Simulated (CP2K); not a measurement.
CP2K run on SrSi2Ag2 (P1, 5 atoms in the cell): self-consistent single point.

Level of theory: LDA (Pade form), GPW, DZVP-MOLOPT-SR-GTH basis, GTH-PADE potentials (GTH_POTENTIALS) (CP2K 2026.2).

```
CELL_PARAMETERS angstrom
      6.10211     0.00000     0.00000
      2.95318     5.33990     0.00000
     -4.52765    -2.66995     3.09961
ATOMIC_POSITIONS crystal
  Sr 0.99280 0.00080 0.99900
  Si 0.62409 0.61845 0.01531
  Si 0.39872 0.39303 0.01093
  Ag 0.73510 0.24204 0.48545
  Ag 0.24928 0.74569 0.48931
```

Reference input (self-consistent single point, DFT PBEsol, GPW, DZVP-MOLOPT-SR-GTH basis, GTH-PBE potentials (GTH_POTENTIALS)): CUTOFF = 500 Ry; REL_CUTOFF = 50 Ry; SMEAR/METHOD = FERMI_DIRAC; ELECTRONIC_TEMPERATURE = 580.23 K; KPOINTS/SCHEME = MONKHORST-PACK 4 4 6; GAMMA_CENTERED = T; XC_FUNCTIONAL = PBE:PBESOL; Sr/BASIS_SET = DZVP-MOLOPT-SR-GTH-q10; Sr/POTENTIAL = GTH-PBE-q10; Si/BASIS_SET = DZVP-MOLOPT-SR-GTH-q4; Si/POTENTIAL = GTH-PBE-q4; Ag/BASIS_SET = DZVP-MOLOPT-SR-GTH-q11. This run's input differs from it in these lines:

```diff
@@ -43,6 +43,3 @@
     &XC
-      &XC_FUNCTIONAL
-        &PBE
-          PARAMETRIZATION PBESOL
-        &END PBE
+      &XC_FUNCTIONAL PADE
       &END XC_FUNCTIONAL
@@ -80,3 +77,3 @@
       BASIS_SET DZVP-MOLOPT-SR-GTH-q10
-      POTENTIAL GTH-PBE-q10
+      POTENTIAL GTH-PADE-q10
     &END KIND
@@ -84,3 +81,3 @@
       BASIS_SET DZVP-MOLOPT-SR-GTH-q4
-      POTENTIAL GTH-PBE-q4
+      POTENTIAL GTH-PADE-q4
     &END KIND
@@ -88,3 +85,3 @@
       BASIS_SET DZVP-MOLOPT-SR-GTH-q11
-      POTENTIAL GTH-PBE-q11
+      POTENTIAL GTH-PADE-q11
     &END KIND
```

The program printed (abridged):

```
 SCF WAVEFUNCTION OPTIMIZATION

  Step     Update method      Time    Convergence         Total energy    Change
     1 NoMix/Diag. 0.30E+00      -     1.77663877      -113.0453556849 -1.13E+02
     2 Broy./Diag. 0.30E+00      -     0.51732421      -115.9460866843 -2.90E+00
     3 Broy./Diag. 0.30E+00      -     0.05842911      -113.2823898626  2.66E+00
     4 Broy./Diag. 0.30E+00      -     0.04121084      -112.7732600299  5.09E-01
     5 Broy./Diag. 0.30E+00      -     0.01537072      -112.6449789090  1.28E-01
     6 Broy./Diag. 0.30E+00      -     0.00278827      -112.6994574066 -5.45E-02
   [... 4 lines left out ...]
    11 Broy./Diag. 0.30E+00      -     0.00000929      -112.6831892186  1.76E-04
    12 Broy./Diag. 0.30E+00      -     0.00000441      -112.6832342217 -4.50E-05
    13 Broy./Diag. 0.30E+00      -     0.00000112      -112.6832527903 -1.86E-05
    14 Broy./Diag. 0.30E+00      -     0.00000028      -112.6832501360  2.65E-06
  *** SCF run converged in    14 steps ***

  Overlap energy of the core charge distribution:               0.00000000056099
  Self energy of the core charge distribution:               -199.05229386053918
  Core Hamiltonian energy:                                     56.97575587413767
  Hartree energy:                                              47.51074587557289
  Exchange-correlation energy:                                -18.11711717560072
  Electronic entropic energy:                                  -0.00034085009629
  Fermi energy:                                                 0.25720130582007

  Total energy:                                              -112.68325013601164
  Total energy (extrapolated to T->0):                       -112.68307971096350

                     Mulliken Population Analysis

   [... lines left out ...]

 STRESS| Analytical stress tensor [bar]
 STRESS|                        x                   y                   z
 STRESS|      x       -4.49157611554E+04  -2.94127099748E+03  -4.50481395566E+02
 STRESS|      y       -2.94127099748E+03  -4.32171826038E+04  -5.58191092787E+02
 STRESS|      z       -4.50481395566E+02  -5.58191092787E+02  -4.28939260977E+04
 STRESS| 1/3 Trace                                            -4.36756232856E+04
```

The run converged in 14 iterations. Against the reference run the pressure goes from -1.14 to -4.37 GPa and the largest force goes from 0.338 to 0.308 eV/Å.

The starting cell comes from a database of computed structures (which also holds hypothetical and non-ambient phases and stackings), without a prior relaxation at this level. Its atoms were displaced at random from the sites of space group no. 139. Values carry the incompleteness of an atom-centred basis. With a pressure of about -4 GPa the cell is away from its equilibrium volume at this level.

Cost on one core of a shared machine: roughly 50 s.
